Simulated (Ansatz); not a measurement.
Electronic density of states of amorphous Al$_{28}$O$_{43}$Be, density 3.10 g/cm³, on a 2×2×2 Γ-centred mesh with a Gaussian width of 0.1 eV; energies count from the Fermi level, whose place inside the gap is arbitrary. Cell and mesh are small, so fine structure isn't converged. Method: PBE, scalar-relativistic without spin-orbit coupling (plane waves to 420 eV, PAW; Ansatz, a program for electronic structure). Sampling: a 2×2×2 Γ-centred mesh; Fermi-Dirac width 0.02 eV; no spin polarisation. At PBE the levels at the filled edge of the gap are localised (band-tail or defect states), and the nearest spread-out levels lie 4.0 eV apart at the zone centre.

It comes from a melt-quench run on a machine-learned potential (CHGNet), relaxed afterwards by DFT. O atoms were pushed apart under 1.9 Å during the dynamics, to hinder bonds among them. The hot cell started wider than the set density and was brought back towards it in steps. It is the lowest in DFT energy of 2 quenches. It is a model cell: composition and starting density were chosen by hand, and all elements were melted together. No dispersion term was used. Its density started from a set value of 3.09 and ended at 3.10 g/cm³. The quench (nominally 410 K/ps over its main leg) was far faster than any real one, so the model tends to hold more defects than a real film. A cell of this size samples the disorder only roughly. Volume and shape were free in the relaxation.

(E - EF (eV), states/(eV atom)): (-12.00, 0.00); (-11.90, 0.00); (-11.80, 0.00); (-11.70, 0.00); (-11.60, 0.00); (-11.50, 0.00); (-11.40, 0.00); (-11.30, 0.00); (-11.20, 0.00); (-11.10, 0.00); (-11.00, 0.00); (-10.90, 0.00); (-10.80, 0.00); (-10.70, 0.00); (-10.60, 0.00); (-10.50, 0.00); (-10.40, 0.00); (-10.30, 0.00); (-10.20, 0.00); (-10.10, 0.00); (-10.00, 0.00); (-9.90, 0.00); (-9.80, 0.00); (-9.70, 0.00); (-9.60, 0.00); (-9.50, 0.00); (-9.40, 0.00); (-9.30, 0.00); (-9.20, 0.00); (-9.10, 0.00); (-9.00, 0.00); (-8.90, 0.00); (-8.80, 0.03); (-8.70, 0.10); (-8.60, 0.19); (-8.50, 0.27); (-8.40, 0.32); (-8.30, 0.33); (-8.20, 0.31); (-8.10, 0.37); (-8.00, 0.43); (-7.90, 0.41); (-7.80, 0.36); (-7.70, 0.38); (-7.60, 0.45); (-7.50, 0.43); (-7.40, 0.38); (-7.30, 0.38); (-7.20, 0.39); (-7.10, 0.42); (-7.00, 0.44); (-6.90, 0.44); (-6.80, 0.48); (-6.70, 0.52); (-6.60, 0.54); (-6.50, 0.53); (-6.40, 0.52); (-6.30, 0.52); (-6.20, 0.50); (-6.10, 0.53); (-6.00, 0.54); (-5.90, 0.55); (-5.80, 0.57); (-5.70, 0.59); (-5.60, 0.59); (-5.50, 0.60); (-5.40, 0.61); (-5.30, 0.61); (-5.20, 0.60); (-5.10, 0.59); (-5.00, 0.67); (-4.90, 0.71); (-4.80, 0.67); (-4.70, 0.63); (-4.60, 0.61); (-4.50, 0.64); (-4.40, 0.70); (-4.30, 0.70); (-4.20, 0.68); (-4.10, 0.69); (-4.00, 0.64); (-3.90, 0.63); (-3.80, 0.71); (-3.70, 0.74); (-3.60, 0.72); (-3.50, 0.76); (-3.40, 0.72); (-3.30, 0.66); (-3.20, 0.73); (-3.10, 0.80); (-3.00, 0.71); (-2.90, 0.58); (-2.80, 0.48); (-2.70, 0.48); (-2.60, 0.44); (-2.50, 0.37); (-2.40, 0.30); (-2.30, 0.29); (-2.20, 0.33); (-2.10, 0.35); (-2.00, 0.24); (-1.90, 0.07); (-1.80, 0.12); (-1.70, 0.18); (-1.60, 0.16); (-1.50, 0.06); (-1.40, 0.01); (-1.30, 0.00); (-1.20, 0.00); (-1.10, 0.00); (-1.00, 0.00); (-0.90, 0.00); (-0.80, 0.00); (-0.70, 0.00); (-0.60, 0.00); (-0.50, 0.00); (-0.40, 0.00); (-0.30, 0.00); (-0.20, 0.00); (-0.10, 0.00); (0.00, 0.00); (0.10, 0.00); (0.20, 0.00); (0.30, 0.00); (0.40, 0.00); (0.50, 0.00); (0.60, 0.00); (0.70, 0.00); (0.80, 0.00); (0.90, 0.00); (1.00, 0.00); (1.10, 0.00); (1.20, 0.00); (1.30, 0.00); (1.40, 0.00); (1.50, 0.01); (1.60, 0.02); (1.70, 0.00); (1.80, 0.00); (1.90, 0.00); (2.00, 0.00); (2.10, 0.00); (2.20, 0.00); (2.30, 0.03); (2.40, 0.05); (2.50, 0.06); (2.60, 0.05); (2.70, 0.02); (2.80, 0.02); (2.90, 0.04); (3.00, 0.07); (3.10, 0.08); (3.20, 0.08); (3.30, 0.07); (3.40, 0.10); (3.50, 0.08); (3.60, 0.05); (3.70, 0.04); (3.80, 0.04); (3.90, 0.08); (4.00, 0.13); (4.10, 0.18); (4.20, 0.21); (4.30, 0.18); (4.40, 0.18); (4.50, 0.24); (4.60, 0.24); (4.70, 0.18); (4.80, 0.19); (4.90, 0.19); (5.00, 0.21); (5.10, 0.26); (5.20, 0.31); (5.30, 0.30); (5.40, 0.28); (5.50, 0.32); (5.60, 0.35); (5.70, 0.36); (5.80, 0.38); (5.90, 0.36); (6.00, 0.36); (6.10, 0.37); (6.20, 0.39); (6.30, 0.37)

The level gap on this mesh is 3.13 eV; the broadening fills part of it in the curve.
